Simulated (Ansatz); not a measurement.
## Quick settings and what they miss: SrNiGe₂ (Cmcm, 8 atoms in the cell)

Self-consistent single point.

```
SrNiGe2
1.0
    2.23730    -8.72251     0.00000
    2.23730     8.72251     0.00000
    0.00000     0.00000     4.24580
Sr Ni Ge
2 2 4
Direct
  0.89243   0.10757   0.75000
  0.10757   0.89243   0.25000
  0.68229   0.31771   0.75000
  0.31771   0.68229   0.25000
  0.54346   0.45654   0.75000
  0.45654   0.54346   0.25000
  0.25084   0.74916   0.75000
  0.74916   0.25084   0.25000
```

Method of the run: LDA (PW92), default PAW files made with PBE (plane waves; Ansatz, a quantum-chemistry and plane-wave program).

Base settings: basis.ecutwfc = 420 eV; kpoints.mp_grid.grid = 5 5 5; hamiltonian.xc = lda; hamiltonian.pseudopotentials = {kind: paw} (the program's default PAW files); scf.occupations.method = fermi_dirac; scf.occupations.width = 0.1 eV.

Tight run (finer mesh or higher cutoff; not a proven limit): basis.ecutwfc: 420 eV → 590 eV; kpoints.mp_grid.grid: 5 5 5 → 7 7 7; scf.convergence.dr2_threshold: default (1e-07 eV) → 1e-09 eV. It gave Fermi level (on the code's own zero) 10.22 eV; pressure -7.36 GPa; largest force (vector length) 0.183 eV/Å.

Quick runs, as changes from the base:
- A: the base itself
- B: basis.ecutwfc: 420 eV → 295 eV; kpoints.mp_grid.grid: 5 5 5 → 4 4 4; scf.occupations.method: fermi_dirac → gaussian; scf.occupations.width: 0.1 eV → 0.5 eV
- C: basis.ecutwfc: 420 eV → 250 eV; kpoints.mp_grid.grid: 5 5 5 → 3 3 3; hamiltonian.xc: lda → pbesol; scf.convergence.dr2_threshold: default (1e-07 eV) → 0.0001 eV [PBEsol]
- D: basis.ecutwfc: 420 eV → 210 eV; kpoints.mp_grid.grid: 5 5 5 → 4 4 4; scf.occupations.width: 0.1 eV → 0.272 eV
- E: basis.ecutwfc: 420 eV → 335 eV; kpoints.mp_grid.grid: 5 5 5 → 2 2 2; scf.convergence.dr2_threshold: default (1e-07 eV) → 0.0001 eV

Energies are extrapolated to zero smearing width, which holds to low order in the width alone.

Dashes: energy of C, another energy zero.

† marks runs with another functional, U, potentials or spin treatment: their distance from the tight run is not a convergence error alone.

The count of work is k-points × plane waves × bands × iterations; it is no time. 

Pressures in the table are Ansatz's without its Pulay estimate, at a fixed set of plane waves; the tight run's value above holds the estimate.

The starting cell comes from a database of computed structures (which also holds hypothetical and non-ambient phases and stackings), without a prior relaxation at this level. Its lattice was rescaled by a random factor within 2.5 % of one. Spin polarisation is off. In the base run, with a pressure of about -7 GPa the cell is away from its equilibrium volume at this level.

```
run  energy less tight (meV/atom)  pressure less tight (GPa)  largest miss in a force vector (eV/Å)  count of work / tight
---  ----------------------------  -------------------------  -------------------------------------  ---------------------
A                             6.0                       0.08                                  0.052                   0.19
B                           192.5                     -12.08                                  0.061                  0.088
C†                              –                     -59.71                                  0.117                  0.020
D                          5631.4                    -221.18                                  0.191                  0.061
E                            44.0                      -1.96                                  0.271                  0.020
```

Among the runs at the tight run's level, the energy misses run from 6.0 to 5631.4 meV/atom.

Left out of this page: 1 run of the series outside the window shown, repeating another row's setting, or not comparable.

Keys are those of Ansatz 0.2.
